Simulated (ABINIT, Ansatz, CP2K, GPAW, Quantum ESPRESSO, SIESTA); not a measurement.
# Code comparison for PtAl2 (Fm-3m, 3 atoms in the cell)

Self-consistent single point.

```yaml
crystal:
  lattice:
    - [0.00000, 3.02119, 3.02119]
    - [3.02119, 0.00000, 3.02119]
    - [3.02119, 3.02119, 0.00000]
  atoms:
    - { symbol: Al, position: [0.25000, 0.25000, 0.25000] }
    - { symbol: Al, position: [0.75000, 0.75000, 0.75000] }
    - { symbol: Pt, position: [0.00000, 0.00000, 0.00000] }
```

Shared settings, as Ansatz (a quantum-chemistry and plane-wave program) writes them: kpoints.mp_grid.grid = 13 13 13; scf.occupations.method = fermi_dirac; scf.occupations.width = 0.01 Ry. Potentials and cutoffs stand in the table.

```csv
code,model,pressure (GPa),cutoff
ABINIT,"PBEsol, norm-conserving pseudopotentials (PseudoDojo nc-sr-04 PBEsol standard)",-8.69,42 Ha
SIESTA,"GGA PBEsol, numerical atomic orbitals DZP, PseudoDojo PBEsol standard norm-conserving potentials (rewritten from UPF to PSML)",-8.33,grid 300 Ry
Quantum ESPRESSO,"PBEsol, PSlibrary PAW (PBE) pseudopotentials",-8.59,45 Ry
Ansatz,"PBEsol, default PAW files made with PBE",-8.64,30.9 Ry
CP2K,"PBEsol, GPW, DZVP-MOLOPT-SR-GTH basis, GTH-PBE potentials (GTH_POTENTIALS)",-7.43,grid 500 Ry
GPAW,"PBEsol, GPAW PAW datasets PBEsol (made by gpaw-setup)",-8.24,550 eV
```

On Ansatz's run: spin-orbit coupling is off. Spin polarisation is off.

The spread over the programs that give each value: pressure within 1.26 GPa.

SIESTA and CP2K use small atom-centred bases, whose incompleteness enters pressures, forces and empty levels differently from a plane-wave cutoff. Ansatz's pressure is given at a fixed set of plane waves, as the other plane-wave codes print theirs; with its correction for the finite basis it is -8.60 GPa. In the pressure, CP2K (by 1.18) lies more than 1 GPa from the median of the plane-wave programs.

The starting cell has typed, rounded lattice constants, without a prior relaxation at this level. Its lattice was rescaled by a random factor within 2.5 % of one.

Left out of this page: Elk and FLEUR (not drawn, or without a comparable value).

Keys are those of Ansatz 0.2.
